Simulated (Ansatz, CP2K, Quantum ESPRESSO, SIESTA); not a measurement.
One structure in several programs: La₂O₃ (P-3m1, 5 atoms in the cell)

Self-consistent single point.

```
CELL_PARAMETERS angstrom
      3.95908     0.00000     0.00000
     -1.97954     3.42867     0.00000
      0.00000     0.00000     6.15596
ATOMIC_POSITIONS crystal
  La 0.66667 0.33333 0.75376
  La 0.33333 0.66667 0.24624
  O  0.66667 0.33333 0.35411
  O  0.33333 0.66667 0.64589
  O  0.00000 0.00000 0.00000
```

Shared settings, as Ansatz (a quantum-chemistry and plane-wave program) writes them: kpoints.mp_grid.grid = 7 7 4; scf.occupations.method = fixed. Potentials and cutoffs stand in the table.

```tsv
code	model	pressure (GPa)	largest force (eV/Å)	gap on the mesh (eV)	cutoff
CP2K	PBEsol, GPW, DZVP-MOLOPT-SR-GTH basis, GTH-PBE potentials (GTH_POTENTIALS)	-3.38	0.178	3.836	grid 500 Ry
Ansatz	PBEsol, default PAW files made with PBE	-6.11	0.249	3.799	default
SIESTA	GGA PBEsol, numerical atomic orbitals DZP, PseudoDojo PBEsol standard norm-conserving potentials (rewritten from UPF to PSML)	-3.67	0.149	3.663	grid 300 Ry
Quantum ESPRESSO	PBEsol, GBRV 1.5 ultrasoft (PBESOL) pseudopotentials	-5.33	0.233	3.845	40 Ry
```

Size of the force on each atom (eV/Å): Sizes of forces hide their directions.

```
code                La1    La2     O3     O4     O5
----------------  -----  -----  -----  -----  -----
CP2K              0.178  0.178  0.048  0.048  0.000
Ansatz            0.249  0.249  0.017  0.017  0.000
SIESTA            0.134  0.134  0.149  0.149  0.000
Quantum ESPRESSO  0.233  0.233  0.015  0.015  0.000
```

Gaps are read on the mesh.

The spread over the programs that give each value: pressure within 2.73 GPa; largest force within 0.100 eV/Å; gap on the mesh within 0.182 eV.

CP2K and SIESTA use small atom-centred bases, whose incompleteness enters pressures, forces and empty levels differently from a plane-wave cutoff. Ansatz's pressure is given at a fixed set of plane waves, as the other plane-wave codes print theirs; with its correction for the finite basis it is -5.65 GPa (the shift of 0.46 GPa shows how far the cutoff is from converged). In the pressure, CP2K (by 2.34) and SIESTA (by 2.05) lie more than 1 GPa from the median of the plane-wave programs. In the gap, SIESTA (by 0.159) lies more than 0.12 eV from the median of the plane-wave programs. In the force vectors, SIESTA (by 0.165) lies more than 0.08 eV/Å from the median of the plane-wave programs.

The starting cell comes from a database of computed structures (which also holds hypothetical and non-ambient phases and stackings), without a prior relaxation at this level. Its lattice was rescaled by a random factor within 2.5 % of one.

Left out of this page: ABINIT (with a known weakness of the program).

Keys are those of Ansatz 0.2.
